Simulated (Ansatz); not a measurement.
# hexagonal WC (0 0 1) on cubic KTaO3 (1 1 1) (film strained to the substrate, started from cuts of the bulks and a machine-learned relaxation; slabs K6O18Ta5 and W16C12, which can lie off the formulas)

A periodic stack without vacuum, hexagonal WC (0 0 1) on cubic KTaO3 (1 1 1) (film strained to the substrate, started from cuts of the bulks and a machine-learned relaxation; slabs K6O18Ta5 and W16C12, which can lie off the formulas): substrate slab K6O18Ta5, film W16C12, surface cells [[1, -1], [0, 1]] and [[-2, -2], [2, 0]], film strained by -2.6 and -2.6 %, outermost planes KO/KO and W/W as cut, which need not be the usual terminations and can put a slab off its formula.

The start was prepared with a machine-learned potential, and the result is one local minimum, with the in-plane cell held and forces under 0.04 eV/Å; the film can end far from its bulk form.

Calculation: PBE (plane waves to 420 eV, PAW; Ansatz, a first-principles code). Spin–orbit coupling is left out; the runs are not spin-polarised. Its k-point mesh 5×5×1, Fermi–Dirac width 0.05 eV.

| Item | Value |
|---|---|
| interface area | 28.1 Å² |
| period | 24.91 Å |
| heights between the nearest atoms of the two slabs at the two interfaces | 1.15 and 2.07 Å |
| K–W contacts across the interfaces within 1.22 times the sum of covalent radii | 14, mean 3.68 Å |
| O–W contacts across the interfaces within 1.22 times the sum of covalent radii | 10, mean 2.13 Å |
| Ta–W contacts across the interfaces within 1.22 times the sum of covalent radii | 4, mean 3.58 Å |

```xyz
57
Lattice="5.6880 -0.0011 0.2088 -2.8463 4.9290 -0.0215 3.3038 1.2425 25.0771" Properties=species:S:1:pos:R:3 pbc="T T T"
K      3.0427     0.6565     1.4206
O      1.7060     3.1701     1.0419
O      0.2142     0.5813     0.9452
O     -1.2806     3.1715     0.9335
K      0.1326     2.2707     3.0958
Ta     3.0154     3.9292     2.1867
O     -1.2921     4.7370     3.4568
O      2.9608     2.2461     3.5644
O      1.5232     4.7371     3.5606
K      2.8777     3.8746     5.7728
Ta     2.9249     0.6030     4.5484
O      4.2910     1.4228     5.9796
O      0.0237     3.8782     5.8852
O      1.4461     1.4235     5.8743
K      2.7864     0.5578     8.1054
Ta    -0.0097     2.2032     6.7988
O      1.3513     3.0117     8.2920
O      5.6226     0.5412     8.3454
O      4.1994     3.0132     8.3961
K     -0.1535     2.2212    10.4675
Ta     2.7417     3.8156     9.2810
O     -1.5942     4.7678    10.5094
O      2.6839     2.2829    10.7711
O      1.2772     4.7649    10.6163
K      2.6126     3.8570    12.6483
Ta     2.6509     0.4771    11.5830
O      5.3860     1.2586    14.0924
O     -0.2525     4.1207    12.9318
O      2.5508     1.4930    13.8027
W      3.9126     2.1011    15.3186
W      2.4915     4.5506    15.3937
W      6.7677     2.1009    15.4225
W      5.3437     4.5109    15.2933
W      3.8130     2.0470    18.1664
W      2.3896     4.5014    18.1598
W      6.6560     2.0455    18.2669
W      5.2332     4.5066    18.2453
C      2.4461     1.2149    16.6068
C      0.9953     3.7114    16.6194
C      5.2870     1.2591    16.7749
C      3.8926     3.7105    16.7277
W      3.7056     1.9938    21.0417
W      2.2830     4.4574    21.0328
W      6.5510     1.9930    21.1256
W      5.1265     4.4583    21.1327
C      8.0275     1.1934    19.7254
C      6.6009     3.6639    19.7209
C      5.1812     1.1972    19.6264
C      3.7610     3.6628    19.6205
W      3.5978     1.9598    23.9552
W      2.1884     4.4008    23.9441
W      6.4501     1.9476    23.8475
W      5.0044     4.3995    24.0461
C      7.9473     1.1310    22.6158
C      6.4948     3.6445    22.6046
C      5.0471     1.1313    22.5104
C      3.6522     3.6117    22.5203
```
